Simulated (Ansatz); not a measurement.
Ti: response to strain

Start from Ti in the hcp (Mg type) structure (space group P6_3/mmc, No. 194; relaxed with 0.1 eV smearing).

```xyz
2
Lattice="2.9016 0.0000 0.0000 -1.4508 2.5129 0.0000 0.0000 0.0000 4.5930" Properties=species:S:1:pos:R:3 pbc="T T T"
Ti     1.4508     0.8376     3.4447
Ti     0.0000     1.6753     1.1482
```

Cartesian axes are those of the cell as printed.

Strains are applied to the cell and any free atomic positions relax; under biaxial strain the out-of-plane vector relaxes too.

Computed with PBEsol/PAW in Ansatz (a program for electronic structure), no SOC.

Notes on the quantities. pressure: mean of the normal stresses, compression positive.

| variant | shortest interatomic distance | pressure |
|---|---|---|
| base | 2.843 Å | 0.0 GPa |
| biaxial strain −3.00 %, plane normal [001], relaxed out of plane | 2.815 Å | 4.2 GPa |
| biaxial strain −2.50 %, plane normal [001], relaxed out of plane | 2.829 Å | ? |
| biaxial strain −2.00 %, plane normal [001], relaxed out of plane | 2.844 Å | 2.8 GPa |
| biaxial strain −1.00 %, plane normal [001], relaxed out of plane | ? | 1.4 GPa |
| biaxial strain +0.50 %, plane normal [001], relaxed out of plane | 2.840 Å | -0.7 GPa |
| biaxial strain +1.00 %, plane normal [001], relaxed out of plane | ? | -1.3 GPa |
| biaxial strain +1.50 %, plane normal [001], relaxed out of plane | 2.835 Å | -1.9 GPa |
| biaxial strain +2.50 %, plane normal [001], relaxed out of plane | 2.830 Å | -3.1 GPa |
| biaxial strain +3.00 %, plane normal [001], relaxed out of plane | 2.828 Å | -3.7 GPa |

**Question.** Some entries are withheld; estimate them.

**Answer.** 
- biaxial strain −2.50 %, plane normal [001], relaxed out of plane, pressure: 3.5 GPa
- biaxial strain −1.00 %, plane normal [001], relaxed out of plane, shortest interatomic distance: 2.849 Å
- biaxial strain +1.00 %, plane normal [001], relaxed out of plane, shortest interatomic distance: 2.837 Å

No phonon test of stability was made. The final runs are not spin-polarised.
